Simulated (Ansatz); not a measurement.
Ti_Si in beta Si3N4: one set of geometries, relaxed with PBE, evaluated in Ansatz (PAW, plane waves to 420 eV, 500 eV under r2SCAN) with PBE, r2SCAN.

Cell and caveats: 84-site cell; 2×2×2 shifted k-points; start: the Si(1,4-fold) site; charged states image-corrected; no Hubbard U; not converged in cell size; flagged in the runs: a doubtful potential alignment, a host whose relaxation on this sampling wasn't shown to rest, a strain field that reaches the edge of the cell.

```json
[
 {"quantity": "host gap (eV)", "PBE": "4.25", "r2SCAN": "___"},
 {"quantity": "ε(0/−1) above the VBM (eV)", "PBE": "3.09", "r2SCAN": "___"},
 {"quantity": "neutral formation energy against silicon, hcp Ti (eV)", "PBE": "0.17", "r2SCAN": "___"},
 {"quantity": "largest moment on one atom at charge −1 (μB)", "PBE": "0.52", "r2SCAN": "___"}
]
```

### Question
Given the lower rungs, what does r2SCAN give?

### Answer

- host gap (eV), r2SCAN: 4.90
- ε(0/−1) above the VBM (eV), r2SCAN: 3.26
- neutral formation energy against silicon, hcp Ti (eV), r2SCAN: -0.05
- largest moment on one atom at charge −1 (μB), r2SCAN: 0.56

Ansatz is a quantum-chemistry and plane-wave program.
